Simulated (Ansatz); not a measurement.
# Response to strain in Mg2Sn

Take Mg₂Sn (space group Fm-3m, No. 225; relaxed with 0.1 eV smearing) as the base.

```xyz
3
Lattice="0.0000 3.3736 3.3736 3.3736 0.0000 3.3736 3.3736 3.3736 0.0000" Properties=species:S:1:pos:R:3 pbc="T T T"
Mg     1.6868     1.6868     1.6868
Mg     5.0603     5.0603     5.0603
Sn     0.0000     0.0000     0.0000
```

Cartesian axes are those of the cell as printed.

Strains are applied to the cell and any free atomic positions relax; under biaxial strain the out-of-plane vector relaxes too.

Level of theory: PBEsol (Ansatz, a program for electronic structure, PAW, spin-orbit coupling left out).

Notes on the quantities. energy relative to the base: free energy F; pressure: mean of the normal stresses, compression positive.

```csv
case,ratio −ε⊥/ε∥,energy relative to the base,pressure
base,–,0 meV/atom,0.0 GPa
"biaxial strain −2.50 %, plane normal [111], relaxed out of plane",0.55,+10 meV/atom,1.8 GPa
"biaxial strain −2.08 %, plane normal [111], relaxed out of plane",0.55,+6.9 meV/atom,1.4 GPa
"biaxial strain −1.67 %, plane normal [111], relaxed out of plane",0.55,+4.4 meV/atom,___
"biaxial strain −0.83 %, plane normal [111], relaxed out of plane",0.56,___,0.5 GPa
"biaxial strain −0.42 %, plane normal [111], relaxed out of plane",–,+0.3 meV/atom,0.3 GPa
"biaxial strain +0.42 %, plane normal [111], relaxed out of plane",–,+0.3 meV/atom,-0.3 GPa
"biaxial strain +0.83 %, plane normal [111], relaxed out of plane",0.55,+1.0 meV/atom,-0.5 GPa
"biaxial strain +1.67 %, plane normal [111], relaxed out of plane",0.53,___,-1.0 GPa
"biaxial strain +2.50 %, plane normal [111], relaxed out of plane",___,+8.9 meV/atom,-1.4 GPa
```

Question: Fill in the withheld entries from the trend.

Answer: 
- biaxial strain −1.67 %, plane normal [111], relaxed out of plane, pressure: 1.1 GPa
- biaxial strain −0.83 %, plane normal [111], relaxed out of plane, energy relative to the base: +1.1 meV/atom
- biaxial strain +1.67 %, plane normal [111], relaxed out of plane, energy relative to the base: +4.1 meV/atom
- biaxial strain +2.50 %, plane normal [111], relaxed out of plane, ratio −ε⊥/ε∥: 0.52

Whether these cells are dynamically stable was not tested.
